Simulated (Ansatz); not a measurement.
AlAs (model structure, started from the BN type, Pm-3n, No. 223, 12 atoms in the cell) was calculated with LDA in Ansatz (PAW).

Settings: plane-wave cutoff 520 eV, 6×6×6 k mesh, Fermi–Dirac smearing 0.01 eV, scalar-relativistic PAW data made under PBE.

Cell (relaxed at this level):

```cif
data_Al6As6
_chemical_formula_sum 'Al6 As6'
_space_group_name_H-M_alt 'P 1'
_space_group_IT_number 1
_cell_length_a 6.92682
_cell_length_b 6.92682
_cell_length_c 6.92682
_cell_angle_alpha 90.000
_cell_angle_beta 90.000
_cell_angle_gamma 90.000
loop_
_space_group_symop_operation_xyz
  'x, y, z'
loop_
_atom_site_label
_atom_site_type_symbol
_atom_site_fract_x
_atom_site_fract_y
_atom_site_fract_z
_atom_site_occupancy
Al1 Al 0.25000 0.00000 0.50000 1
Al2 Al 0.50000 0.25000 0.00000 1
Al3 Al 0.50000 0.75000 0.00000 1
Al4 Al 0.75000 0.00000 0.50000 1
Al5 Al 0.00000 0.50000 0.75000 1
Al6 Al 0.00000 0.50000 0.25000 1
As1 As 0.25000 0.50000 0.00000 1
As2 As 0.00000 0.25000 0.50000 1
As3 As 0.00000 0.75000 0.50000 1
As4 As 0.75000 0.50000 0.00000 1
As5 As 0.50000 0.00000 0.75000 1
As6 As 0.50000 0.00000 0.25000 1
```

Task: What does this level give for the band gap, smallest direct gap on the k points sampled and direct gap at Γ?

Result: 
band gap: 1.14 eV (indirect)
smallest direct gap on the k points sampled: 1.26 eV
direct gap at Γ: 1.37 eV

Note: the relaxation could raise the start's symmetry but not lower it, so the cell can be a saddle point.

Spin–orbit coupling is not included.

Computed values are for the static lattice.

A model structure was made by putting elements into a prototype or built by hand; it is no filed structure, need not be a known phase, and can be a saddle point held by its symmetry.

Ansatz is a quantum-chemistry and plane-wave program.
